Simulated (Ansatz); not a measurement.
**WSe2, pressure series**

Take WSe₂ in the 2H-MoS2 type structure (space group P6_3/mmc, No. 194; a = 3.2305 Å, c = 12.4113 Å; layered, stacked along the Cartesian z axis) as the base.

Cell and atoms are relaxed at each pressure.

Levels (all Ansatz, a quantum-chemistry and plane-wave program, PAW): PBEsol-D3(BJ) (420 eV, scalar-relativistic without spin-orbit coupling); r2SCAN (500 eV, no spin-orbit coupling).

Band gaps by level, all at the geometries relaxed with PBEsol-D3(BJ):

```tsv
case	PBEsol-D3(BJ)	r2SCAN
base	0.67 eV	0.83 eV
pressure −2 GPa	0.80 eV	…
pressure 3 GPa	0.54 eV	…
pressure 7 GPa	0.40 eV	0.55 eV
pressure 15 GPa	0.18 eV	…
pressure 30 GPa	zero	zero
pressure 50 GPa	zero	zero
pressure 75 GPa	zero	zero
```

### Question
Some entries are withheld; estimate them.

### Answer

- pressure −2 GPa, r2SCAN: 0.96 eV
- pressure 3 GPa, r2SCAN: 0.69 eV
- pressure 15 GPa, r2SCAN: 0.31 eV

Single points use the geometry relaxed with PBEsol-D3(BJ). A case with no gap was solved on a k-mesh chosen for an insulator, which is coarse for it. Spin-orbit coupling, missing from the scalar runs, can matter with W. Load acts through the strain it causes; cell and atoms are relaxed under it. Stability against distortions was not tested. Competing high-pressure phases were not computed. All final runs are without spin polarisation. The zero or small gap of WSe2 under pressure 15 GPa, WSe2 under pressure 30 GPa and WSe2 under pressure 50 GPa can change with the level of theory.
